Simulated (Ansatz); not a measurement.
## GaP in the zinc blende structure (space group F-43m, No. 216)

```xyz
2
Lattice="0.0000 2.7257 2.7257 2.7257 0.0000 2.7257 2.7257 2.7257 0.0000" Properties=species:S:1:pos:R:3 pbc="T T T"
Ga     0.0000     0.0000     0.0000
P      1.3628     1.3628     1.3628
```

The values are results of Kohn–Sham DFT with the r2SCAN functional, run in Ansatz (a first-principles code) with PAW and 500 eV plane waves, scalar-relativistic without spin-orbit coupling, not measurements. Settings: 10×10×10 k-points, 0.05 eV Fermi–Dirac smearing.

The volume per atom is 20.25 Å³ and the density comes out as 4.13 g/cm³. The band gap is 1.85 eV, indirect, Γ → Γ–X (87 % along) and the electron mass is 1.1 mₑ along k, 0.23 mₑ across. The hole mass (degenerate bands, along [100]) comes out as 0.13, 0.37, 0.37 mₑ and the lowest conduction-band minima above the VBM comes out as a point along ⟨100⟩, about 1.0 Å⁻¹ from Γ 1.85 eV; L along ⟨111⟩ 2.04 eV; Γ 2.36 eV. The total energy is -2275.242 eV/atom (σ→0; compares only within this code and set-up).

Effective masses come from finite differences of ±0.01 Å⁻¹. Along k means along the line from Γ to the band edge. Whether these cells are dynamically stable was not tested.
